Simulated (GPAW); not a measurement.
Band structure of Be (P6_3/mmc, 2 atoms in the cell).

```
Be
1.0
    1.14500    -1.98320     0.00000
    1.14500     1.98320     0.00000
    0.00000     0.00000     3.58000
Be
2
Cartesian
  1.14500   0.66107   0.89500
  1.14500  -0.66107   2.68500
```

Method of the run: PBE, GPAW PAW datasets PBE (gpaw-data 1.0.1) (plane waves; GPAW).

Settings: mode = pw; ecut = 800 eV; xc = PBE; kpts = 16 16 9; mesh shift (steps) = 0 0 0; occupations.name = fermi-dirac; occupations.width = 0.1 eV; nbands = -6; convergence.forces = 0.001 eV/Å; symmetry.symmorphic = false; symmetry.tolerance = 0.0005; maxiter = 120; bandpath_npoints = 40.

The starting cell has typed, rounded lattice constants, without a prior relaxation at this level.

Levels in eV from the Fermi level, bands 1 to 6:
```
point       1      2      3      4      5      6
-----  ------  -----  -----  -----  -----  -----
Γ      -11.19  -4.26   1.19  15.58  15.59  18.47
M       -4.91  -3.11   3.61   6.50   6.69   9.13
K       -2.42  -1.01  -1.01   6.62   6.62   6.76
A       -9.02  -9.02  10.77  10.77  17.24  17.24
L       -3.53  -3.53   1.52   1.52  11.74  11.74
H       -1.11  -1.11   0.40   0.40   6.09   6.09
```

Bands cross the Fermi level along this path, so the cell is metallic at this level.
